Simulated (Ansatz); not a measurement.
Input and output of a self-consistent single point for BW2 (I4, 6 atoms in the cell) (Ansatz, a program for electronic structure).

Method of the run: PBEsol, harder PAW files (source: ansatz) made with PBE (plane waves; Ansatz).

```
CELL_PARAMETERS angstrom
     -2.76967     2.76967     2.37102
      2.76967    -2.76967     2.37102
      2.76967     2.76967    -2.37102
ATOMIC_POSITIONS crystal
  B  0.26054 0.26054 0.00000
  B  0.75000 0.75000 0.00000
  W  0.67031 0.82969 0.50000
  W  0.32969 0.17031 0.50000
  W  0.82969 0.32969 0.15938
  W  0.17031 0.67031 0.84062
```

Reference input (self-consistent single point, DFT, PBEsol, plane waves, default PAW files made with PBE): basis.ecutwfc = 420 eV; kpoints.mp_grid.grid = 6 6 6; hamiltonian.xc = pbesol; hamiltonian.pseudopotentials = {kind: paw} (the program's default PAW files); scf.occupations.method = gaussian; scf.occupations.width = 0.1 eV. This run's input differs from it in these lines:

Ansatz 0.2 input:
```diff
@@ -18,3 +18,3 @@
   xc: pbesol
-  pseudopotentials: { kind: paw }
+  pseudopotentials: { kind: paw, source: ansatz }
 scf:
```

Output (repeated stretches shortened):

```
SCF iter   1: F=—  HF=-71258.588670 eV  |F-HF|=—  |Δ(HF+E_count)|=         —  Δρ=8.94e-2  dr2=7.76e0  ethr=3.10e-3  ⟨swp⟩=5.0  Hψ=9023  notcnv=0  defer=7
all-band conjugate gradients solve this SCF's bands
preconditioner: auto → Kerker (q_TF=auto, 2.957 Å⁻¹)
SCF iter   2: F=—  HF=-71254.845724 eV  |F-HF|=—  |Δ(HF+E_count)|=    3.74e0  Δρ=4.68e-2  dr2=1.29e0  ethr=3.10e-3  ⟨swp⟩=2.3  Hψ=5372  notcnv=0  defer=152
   [... lines left out ...]
SCF iter   5: F=—  HF=-71254.684721 eV  |F-HF|=—  |Δ(HF+E_count)|=   1.53e-4  Δρ=4.68e-4  dr2=9.45e-5  ethr=2.90e-6  ⟨swp⟩=2.1  Hψ=4738  notcnv=0  defer=150
SCF iter   6: F=—  HF=-71254.684652 eV  |F-HF|=—  |Δ(HF+E_count)|=   6.93e-5  Δρ=7.03e-5  dr2=3.05e-6  ethr=8.01e-8  ⟨swp⟩=2.0  Hψ=4202  notcnv=0  defer=150
SCF iter   7: F=—  HF=-71254.684651 eV  |F-HF|=—  |Δ(HF+E_count)|=   7.55e-7  Δρ=1.36e-5  dr2=1.61e-7  ethr=2.59e-9  ⟨swp⟩=2.0  Hψ=4539  notcnv=0  defer=150
SCF iter   8: F=-71254.684651 eV  HF=-71254.684651 eV  |F-HF|=4.38e-9  |Δ(HF+E_count)|=   5.27e-8  Δρ=2.58e-6  dr2=6.71e-9  ethr=8.47e-11  ⟨swp⟩=10.2  Hψ=9672  notcnv=0
SCF 1 converged in 8 iterations: F = -71254.684651 eV  dr2 = 6.71e-9
Free energy (F): -71254.684651 eV
Internal energy: -71254.671387 eV  (E = F + TS)
E sigma→0 (E₀):  -71254.678019 eV
Entropy (-TS):   -0.013264 eV (-2.211 meV/atom)
Fermi energy:    26.276356 eV
--- Forces (eV/Å), atoms counted from 1 ---
  atom   1  B      0.00000000    -0.00000000    -0.21433486
  atom   2  B      0.00000000     0.00000000    -0.04969558
  atom   3  W     -0.52118229     0.70895497     0.06600731
  atom   4  W      0.52118229    -0.70895497     0.06600731
  atom   5  W     -0.70895497    -0.52118229     0.06600731
  atom   6  W      0.70895497     0.52118229     0.06600731
--- Stress (GPa, compression-positive) ---
       -1.411119       0.000000       0.000000
       -0.000000      -1.411119      -0.000000
        0.000000       0.000000      15.487535
  P = ⅓ Tr σ = 4.2218 GPa (42.218 kbar)
  The stress holds the Pulay correction. Without it, at fixed plane waves, as pw.x and ABINIT print it: P = -976.5112 GPa
```

The run converged in 8 iterations. Against the reference run the pressure goes from 0.46 to 4.22 GPa and the largest force goes from 0.268 to 0.882 eV/Å.

The starting cell comes from a database of computed structures (which also holds hypothetical and non-ambient phases and stackings), without a prior relaxation at this level. Its lattice was rescaled by up to half a per cent. One atom was moved a little off its site on purpose. Spin polarisation is off. Ansatz's pressure includes its estimate of the finite-basis (Pulay) stress. Without the estimate this run gives -976.51 GPa. The cutoff lies below the one recommended for these files.
